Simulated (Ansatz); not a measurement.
The parent structure is KI in the NiAs type structure (space group P6_3/mmc, No. 194; a = 4.838 Å, c = 8.507 Å; a hypothetical phase, not in the database extracts checked). Axes: x lies along a and z along c of the hexagonal cell.

Method: PBEsol (Ansatz, an electronic-structure program; PAW; 420 eV plane waves; no spin-orbit coupling).

Base values:

| Property | Value |
|---|---|
| Valence-band top at Γ | 0.00, 0.00, -0.21 eV |

It is then changed as follows: uniaxial strain ε_yy = +4.43 %, all other strain components held at zero, atoms relaxed at fixed cell.

Question: How does this affect the valence-band top at Γ?

Answer: The valence-band top at Γ (three highest levels, from the VBM) becomes 0.00, -0.11, -0.19 eV (base: 0.00, 0.00, -0.21 eV).

Question: What happens to the stress?

Answer: The stress (xx, yy, zz, yz, xz, xy; compression positive) amounts to (-0.36, -0.71, -0.32, 0.00, 0.00, 0.00) GPa.

Question: What happens to the largest internal atomic displacement?

Answer: The largest internal atomic displacement is 0.039 Å.

With I present, leaving out spin-orbit coupling can change the band edges. The levels and masses belong to the bands next to the band gap. Whether these cells are dynamically stable was not tested.
